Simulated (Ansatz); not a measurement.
Free linear chain of Se atoms

Computed with PBE (plane waves to 420 eV, PAW; Ansatz, a first-principles code). Mesh 1×1×64. No spin polarisation, so a magnetic state wasn't tested. Periodic along z alone, with about 11 Å of vacuum beside it. A hypothetical model. Symmetry and one short period hold its shape; lower forms weren't sought. Pairing along the axis, which can open a gap, is among the distortions not tried. Values not marked SOC lack spin–orbit coupling. Buckling under compression is shut out by symmetry and the short period.

```
Item                                                                                                                Result
--------------------------------------------------------------------  ----------------------------------------------------
period along the axis (2 atoms)                                                                                    4.761 Å
PBE gap                                                                                               none (under 0.01 eV)
crossings of the Fermi level between Γ and the zone edge (49 points)  3, each for both spins (ideal conductance 3 × 2e²/h)
work function (PBE)                                                                                                5.48 eV
axial stiffness dF/dε                                                                                                41 nN
```

```xyz
2
Lattice="11.0000 0.0000 0.0000 0.0000 11.0000 0.0000 0.0000 0.0000 4.7614" Properties=species:S:1:pos:R:3 pbc="T T T"
Se     5.5000     5.5000     0.0000
Se     5.5000     5.5000     2.3807
```
